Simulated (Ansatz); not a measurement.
Functionals compared on a constructed model of the (110) surface of bcc Nb, a pseudomorphic layer of Hf in the host's stacking (bottom of the slab: a bare face, its two planes held), in Ansatz (plane waves, PAW). The structure was relaxed with PBE; the other rows are single points on it. Cutoff 420 eV (500 eV for r2SCAN).

Set-up: 7 atoms, 14.8 Å thick at the start; mesh 14x14x1; 0.1 eV smearing; dipole correction on; 2 atoms held, the rest relaxed; start symmetry kept, larger cells not searched; no spin, no spin-orbit, no U. It is one candidate, not shown to be the stable structure of the face. These notes are the PBE run's.

| functional | work function of the top face (eV) | rough cost of the single point |
|---|---|---|
| PBE | 4.44 | – |
| RPBE | ___ | roughly 80 core-seconds |
| r2SCAN | 4.55 | roughly 2.2 core-minutes |

Some entries are withheld; supply them.


- RPBE, work function of the top face (eV): 4.32

Ansatz is a first-principles code.
